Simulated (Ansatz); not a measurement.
**What pressure 3 GPa does to Mo**

The parent structure is Mo in the bcc (W type) structure (space group Im-3m, No. 229; a = 3.161 Å).

It is then changed as follows: cell and atoms relaxed at a pressure of 3 GPa.

All numbers come from PBE/PAW in Ansatz (an electronic-structure program), no spin-orbit coupling, earlier PAW set. Settings: 21×21×21 k-points, 0.05 eV Fermi–Dirac smearing.

* **Volume per atom**: 15.61 Å³ (base 15.79 Å³)
* **Density**: 10.21 g/cm³ (base 10.09 g/cm³)
* **Lattice parameter a**: 314.9 pm (base 316.1 pm)
* **Shortest interatomic distance**: 272.7 pm (base 273.7 pm)
* **Enthalpy H = E + PV relative to the base's energy**: +0.29 eV/atom
* **Band gap**: zero (base zero)

Load acts through the strain it causes; cell and atoms are relaxed under it. No phonon test of stability was made. All final runs are without spin polarisation.
